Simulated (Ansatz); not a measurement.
The parent structure is BeTe in the zinc blende structure (space group F-43m, No. 216).

```
CELL_PARAMETERS angstrom
      0.00000     2.82841     2.82841
      2.82841     0.00000     2.82841
      2.82841     2.82841     0.00000
ATOMIC_POSITIONS crystal
  Be 0.00000 0.00000 0.00000
  Te 0.25000 0.25000 0.25000
```

Cartesian axes are those of the cell as printed.

Level of theory: r2SCAN/PAW in Ansatz (a quantum-chemistry and plane-wave program), no spin-orbit coupling.

One thing is altered: every lattice vector is shortened by 1.50 %; the atoms relax in the strained cell.

Problem. Predict the stress tensor and what it implies for the stiffness.

Solution. Stress of the strained cell less that of the base (GPa, compression positive):
```
   2.94    0.00    0.00
   0.00    2.94    0.00
   0.00    0.00    2.94
```

Then B = −ΔP/(ΔV/V₀) with ΔV/V₀ = -0.0443 gives secant stiffness values (nonlinear terms included at this strain): B ≈ 66 GPa.

As a check, the harmonic strain energy −½ V₀ Δσ:ε is 9.3 meV/atom; the computed energy rise is 8.9 meV/atom.

Stability against distortions was not tested.
